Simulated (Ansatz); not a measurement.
## Hypothetical CsCl type TlAs under a change: isotropic strain −2.55 %

Take TlAs in the CsCl type structure (space group Pm-3m, No. 221; a = 3.602 Å; a hypothetical phase, not in the database extracts checked; relaxed with 0.1 eV smearing) as the base.

The change: the cell is scaled by 0.9745 in all directions, atoms relaxed at fixed cell.

Level of theory: PBEsol in Ansatz (plane waves to 420 eV, PAW, no spin-orbit coupling). Γ-centred 16×16×16 mesh, Fermi–Dirac width 0.1 eV.

The volume per atom falls by 1.74 Å³, from 23.36 Å³ to 21.62 Å³ and the space group stays Pm-3m (No. 221). The shortest interatomic distance drops by 0.0795 Å (3.119 Å → 3.040 Å) and the energy goes up by 27 meV/atom. The pressure goes from zero to 5.4 GPa and the band gap is still zero.

Final structure:

```xyz
2
Lattice="3.5098 0.0000 0.0000 0.0000 3.5098 0.0000 0.0000 0.0000 3.5098" Properties=species:S:1:pos:R:3 pbc="T T T"
Tl     0.0000     0.0000     0.0000
As     1.7549     1.7549     1.7549
```

No phonon test of stability was made. The final runs are not spin-polarised.

Ansatz is a first-principles code.
